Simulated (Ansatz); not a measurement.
Base system: CsPbCl₃ in the cubic perovskite structure (space group Pm-3m, No. 221; a = 5.619 Å).

Structures relaxed with PBEsol (Ansatz, a first-principles code; PAW; 420 eV plane waves; no spin-orbit coupling), earlier PAW set.

Base:

Simulated powder pattern, Cu Kα, λ = 1.54184 Å (kinematic, ideal powder, no thermal factors, no anomalous dispersion; the 10 strongest lines at most, above 2 %, up to 2θ = 90°):

```tsv
2θ (°)	I/Imax (%)	hkl
15.77	15	(100)
22.38	100	(110)
31.85	47	(200)
39.28	49	(211)
45.67	33	(220)
51.43	23	(310)
61.78	27	(321)
71.20	13	(411)
75.70	15	(420)
88.79	16	(510)
```

It is then changed as follows: full substitution Cl → S; the structure is relaxed again.

Q: Predict the new powder pattern.

A: 
Simulated powder pattern, Cu Kα, λ = 1.54184 Å (kinematic, ideal powder, no thermal factors, no anomalous dispersion; the 10 strongest lines at most, above 2 %, up to 2θ = 90°):

```
2θ (°)  I/Imax (%)    hkl
------  ----------  -----
16.85           15  (100)
23.91          100  (110)
34.07           43  (200)
42.06           47  (211)
48.95           30  (220)
55.19           22  (310)
60.99           10  (222)
66.47           25  (321)
76.85           13  (411)
81.86           14  (420)
```

The indices refer to each structure's own conventional cell; one index is shown for lines that coincide.

Stability against distortions was not tested. As relaxed here, CsPbS3 is a hypothetical phase, not in the database extracts checked. The final runs are not spin-polarised. An odd electron count without spin: CsPbS3. Many cubic perovskites are stable only at high temperature; tilts and polar distortions were not tested. This is not the structure that CsPbCl3 has at room temperature and ambient pressure.
